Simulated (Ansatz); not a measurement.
Structures of equal composition on the (0001) surface of 4H silicon carbide (Si plane on top): 2x2 Si adatom at H3; 2x2 Si adatom at T1; 2x2 Si adatom at T4. The slabs share one bottom face, and each structure is named by its start. These are constructed structures in small cells; real faces may alloy, dewet or reconstruct in larger ones, and not all known structures of the face are among them. Slabs of about 10 Å, Fermi-Dirac smearing of 0.025 eV. Bottom of the slabs: H caps. Relaxed from the named starts with such symmetry as they have, on meshes of like density; energies extrapolated to zero smearing; spin only where a row says so; no spin-orbit coupling, no U. Brackets mark spin-polarised runs, whose order is one that fits the cell. Where a second, spin-polarised start was run, the lower counts.

Computed with PBE (plane waves to 420 eV, PAW; Ansatz, a quantum-chemistry and plane-wave program).

Problem. Order them by energy per 1x1 cell (lowest first) at the level PBE.

Solution. 2x2 Si adatom at H3 (0.000 eV), 2x2 Si adatom at T4 (0.028 eV), 2x2 Si adatom at T1 (0.615 eV [spin start, no net moment])
